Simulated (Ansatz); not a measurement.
The parent structure is Al₂Au (space group Fm-3m, No. 225; a = 6.003 Å; relaxed with 0.1 eV smearing).

Now apply this change: every lattice vector is stretched by 4.98 %; the atoms relax in the strained cell.

Levels (all Ansatz, an electronic-structure program, PAW): PBEsol (420 eV, scalar-relativistic without spin-orbit coupling); PBEsol+SOC (420 eV, spin-orbit coupling included).

The geometry is relaxed with PBEsol.

| Item | Value |
|---|---|
| PBEsol pressure | -11.7 GPa |

With PBEsol+SOC at the same geometry, the pressure drops by 0.7 GPa (-11.7 GPa → -12.4 GPa).

Single points use the geometry relaxed with PBEsol. Differences between runs with and without spin-orbit coupling are approximate. Stability against distortions was not tested.
